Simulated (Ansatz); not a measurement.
Reference: CdS (P6_3mc), PBEsol with spin-orbit coupling, rigid bands (plane waves, PAW; Ansatz, a program for electronic structure); axes and stresses refer to this cell.

```
CdS
1.0
    4.12426     0.00000     0.00000
   -2.06213     3.57172     0.00000
    0.00000     0.00000     6.70920
Cd S
2 2
Direct
  0.66667   0.33333   0.50020
  0.33333   0.66667   0.00020
  0.66667   0.33333   0.87680
  0.33333   0.66667   0.37680
```

hole mass along z: 1.51 mₑ
hole conductivity mass: 1.26 mₑ
band gap: 1.08 eV

Change: biaxial stress xx = yy = 2 GPa (compression positive). What happens to hole mass along z, hole conductivity mass, band gap?

hole mass along z grows to 1.62 mₑ; hole conductivity mass shrinks to 1.16 mₑ; band gap decreases to 1.03 eV.

Change: hydrostatic pressure -2 GPa. What happens to hole mass along z, hole conductivity mass, band gap?

hole mass along z grows to 1.56 mₑ; hole conductivity mass rises to 1.33 mₑ; band gap decreases to 1.00 eV.

Change: hydrostatic pressure 10 GPa. What happens to hole mass along z, hole conductivity mass, band gap?

hole mass along z falls to 1.34 mₑ; hole conductivity mass falls to 1.03 mₑ; band gap rises to 1.33 eV.

Change: hydrostatic pressure 2 GPa. What happens to hole mass along z, hole conductivity mass, band gap?

hole mass along z moves little, to 1.47 mₑ; hole conductivity mass drops to 1.20 mₑ; band gap increases to 1.15 eV.

Change: hydrostatic pressure 5 GPa. What happens to hole mass along z, hole conductivity mass, band gap?

hole mass along z falls to 1.41 mₑ; hole conductivity mass shrinks to 1.13 mₑ; band gap grows to 1.23 eV.

Change: uniaxial stress zz = 2 GPa (compression positive). What happens to hole mass along z, hole conductivity mass, band gap?

hole mass along z falls to 0.58 mₑ; hole conductivity mass decreases to 0.98 mₑ; band gap moves little, to 1.11 eV.

Masses are for dilute carriers at 300 K, harmonic means over directions unless an axis is named. Stresses and pressures are the targets of the relaxation.  The structure type is held under load, also where the real crystal would transform.
